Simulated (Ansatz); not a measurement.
Input and output of a self-consistent single point for MgH₂ (P4_2/mnm, 6 atoms in the cell) (Ansatz, a first-principles code)

Method of the run: PBE (plane waves, PAW; Ansatz).

The input file:

Ansatz 0.2 input:
```yaml
# MgH2
crystal:
  lattice:
    - [4.533560, 0.000000, 0.000000]
    - [0.000000, 4.533560, 0.000000]
    - [0.000000, 0.000000, 3.029060]
  atoms:
    - { symbol: Mg, position: [0.000000, 0.000000, 0.000000] }
    - { symbol: Mg, position: [0.500000, 0.500000, 0.500000] }
    - { symbol: H, position: [0.304000, 0.304000, 0.000000] }
    - { symbol: H, position: [0.804000, 0.196000, 0.500000] }
    - { symbol: H, position: [0.196000, 0.804000, 0.500000] }
    - { symbol: H, position: [0.696000, 0.696000, 0.000000] }
basis:
  ecutwfc: 420.0
kpoints:
  mp_grid: { grid: [6, 6, 8] }
hamiltonian:
  xc: pbe
  pseudopotentials: { kind: paw }
scf:
  occupations: { method: fermi_dirac, width: 0.01 }
output:
  forces: true
  eigenvalues: true
  stress: true
```

The program printed (abridged):

```
WARN ansatz: RAYON_NUM_THREADS=1 ignored (pool sized by the plan → 1); use --threads N
Pseudopotentials: kind: paw
Pseudopotential: Mg, paw, valence charge 10
Pseudopotential: H, paw, valence charge 1
Crystal: 6 atoms, lattice volume = 62.257 Å³
Basis set: ecut = 420 eV, 1211 PW (Γ), exchange–correlation on 64×64×48 points (8 copies of the dense FFT grid, shifted against one another)
Bands: 18, of which v1, the nominal top of the filled ones, is band 12 counted from 1 (11 counted from 0)
Symmetry: 16 space group operations
Space group: P42/mnm (ITA 136), of the structure as read, at distance tolerance 4.0e-5 Å
k-points: 50 of 288
Initial density: superposition of atomic densities (neutral atoms: chi_scale 0, normalization atom), corrected by the library's trained network
Initial wavefunctions: pseudopotential atomic-orbital guess
Eigensolver: davidson
Functional: x = pbe(κ = 0.804, μ = 0.2195149727645171), c = pbe(β = 0.06672455060314922)
SCF iter   1: F=—  HF=-3912.184612 eV  |F-HF|=—  |Δ(HF+E_count)|=         —  Δρ=4.57e-4  dr2=5.97e-5  ethr=1.77e-3  ⟨swp⟩=6.0  Hψ=4537  notcnv=0
all-band conjugate gradients solve this SCF's bands
preconditioner: auto → none
SCF iter   2: F=—  HF=-3912.183984 eV  |F-HF|=—  |Δ(HF+E_count)|=   6.28e-4  Δρ=2.46e-4  dr2=1.39e-5  ethr=2.49e-7  ⟨swp⟩=2.7  Hψ=2174  notcnv=0  defer=89
SCF iter   3: F=—  HF=-3912.184023 eV  |F-HF|=—  |Δ(HF+E_count)|=   3.86e-5  Δρ=1.07e-4  dr2=2.55e-6  ethr=5.78e-8  ⟨swp⟩=2.0  Hψ=1305  notcnv=0  defer=89
SCF iter   4: F=—  HF=-3912.184042 eV  |F-HF|=—  |Δ(HF+E_count)|=   1.96e-5  Δρ=2.09e-5  dr2=9.70e-8  ethr=1.06e-8  ⟨swp⟩=2.0  Hψ=1405  notcnv=0  defer=89
iter 5 did not close the SCF: its close was put off for the readings that it lacked (scf_convergence_deferred on its scf_iter line)
SCF iter   5: F=-3912.184043 eV  HF=-3912.184043 eV  |F-HF|=6.88e-10  |Δ(HF+E_count)|=   1.15e-7  Δρ=1.49e-6  dr2=6.86e-10  ethr=4.04e-10  ⟨swp⟩=2.0  Hψ=1409  notcnv=0  defer=89
SCF iter   6: F=-3912.184043 eV  HF=-3912.184043 eV  |F-HF|=1.00e-11  |Δ(HF+E_count)|=   1.04e-9  Δρ=2.89e-7  dr2=1.82e-11  ethr=2.86e-12  ⟨swp⟩=3.7  Hψ=3272  notcnv=0
SCF 1 converged in 6 iterations: F = -3912.184043 eV  dr2 = 1.82e-11
SCF converged after 6 iterations
Free energy (F): -3912.184043 eV
Harris-Foulkes:  -3912.184043 eV  (|F-HF|=1.00e-11)
Internal energy: -3912.184043 eV  (E = F + TS)
E sigma→0 (E₀):  -3912.184043 eV
Fermi energy:    3.616601 eV
--- Per-component energies (eV) ---
  E_band       = -754.992562
  E_kinetic    = 207.446076
  E_local      = -3461.385269  (includes V_loc(G=0)·N_el)
  E_nonlocal   = 195.943179
  E_hartree    = 1241.891435
  E_xc         = -94.849839
  E_vxc        = -122.404040  (∫ρ·V_xc dr)
  E_paw        = -586.730649  (= ΣΔE_a)
  E_vpaw       = -58.370017  (= ΣTr[D̂ρ^β])
  E_aug_tail   = -0.005150  (compensation charges beyond the density's cutoff)
  E_ewald      = -1414.493826
  E_smearing   = -0.000000  (= −TS)
  E_closure    = -0.000000  (closes the sum)
  Σ components = -3912.184043   (vs F -3912.184043, Δ=0.00e0)
--- Forces (eV/Å), atoms counted from 1 ---
  atom   1  Mg     0.00000000    -0.00000000     0.00000000
  atom   2  Mg     0.00000000     0.00000000     0.00000000
  atom   3  H      0.01449960     0.01449960     0.00000000
  atom   4  H      0.01449960    -0.01449960     0.00000000
  atom   5  H     -0.01449960     0.01449960     0.00000000
  atom   6  H     -0.01449960    -0.01449960     0.00000000
  max |Σ_I F_I| component: 3.47e-18 eV/Å
--- Stress (GPa, compression-positive) ---
       -0.527713       0.000000       0.000000
        0.000000      -0.527713       0.000000
        0.000000       0.000000      -0.921303
  P = ⅓ Tr σ = -0.6589 GPa (-6.589 kbar)
  The stress holds the Pulay correction. Without it, at fixed plane waves, as pw.x and ABINIT print it: P = -0.7797 GPa
--- Band table (eV; the first three rows and the last of 50) ---
  k-point 0: bands = ["-71.9050", "-71.9042", "-38.6728", "-38.6728", "-38.6526", "-38.6526", "-38.6350", "-38.6327", "-4.6338", "0.2923", "0.2923", "1.2999", "6.4717", "6.6748", "10.8242", "10.8242", "12.6545", "12.9057"]
  k-point 1: bands = ["-71.9046", "-71.9039", "-38.6721", "-38.6721", "-38.6523", "-38.6523", "-38.6396", "-38.6374", "-4.4015", "0.4451", "0.4451", "1.3016", "6.7267", "6.7614", "10.5111", "10.9598", "10.9598", "12.4357"]
  k-point 2: bands = ["-71.9038", "-71.9032", "-38.6705", "-38.6705", "-38.6516", "-38.6516", "-38.6506", "-38.6490", "-3.7177", "0.8617", "0.8617", "1.0723", "6.7704", "7.4912", "9.2455", "10.6816", "10.6816", "11.3713"]
  k-point 49: bands = ["-71.9024", "-71.9024", "-38.6683", "-38.6683", "-38.6657", "-38.6657", "-38.6509", "-38.6509", "-0.1297", "-0.1297", "0.7958", "0.7958", "5.5372", "5.5372", "5.9095", "5.9095", "14.6462", "14.6462"]
```

The run converged in 6 iterations.

The starting cell has typed, rounded lattice constants, without a prior relaxation at this level. Its lattice was rescaled by up to half a per cent. Ansatz's pressure includes its estimate of the finite-basis (Pulay) stress.
